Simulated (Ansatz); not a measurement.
Start from ScB2 (space group P6/mmm, No. 191; a = 3.125 Å, c = 3.487 Å; relaxed with 0.1 eV smearing). Axes: x lies along a and z along c of the hexagonal cell.

Level of theory: DFT with PBEsol, PAW potentials and a 420 eV plane-wave cutoff in Ansatz (a quantum-chemistry and plane-wave program), spin-orbit coupling left out.

One thing is altered: uniaxial strain ε_yy = +2.43 %, all other strain components held at zero; the atoms relax in the strained cell.

Q: Predict the stress tensor and what it implies for the stiffness.

A: Stress of the strained cell less that of the base (GPa, compression positive):
```
   -1.1     0.0     0.0
    0.0   -11.7     0.0
    0.0     0.0    -1.6
```

Then −Δσ_ii/ε with ε = 0.0243 gives secant stiffness values (nonlinear terms included at this strain): C22 ≈ 480 GPa, C12 ≈ 46 GPa and C23 ≈ 67 GPa.

As a check, the harmonic strain energy −½ V₀ Δσ:ε is 8.7 meV/atom; the computed energy rise is 8.9 meV/atom.

Stability against distortions was not tested. The final runs are not spin-polarised.
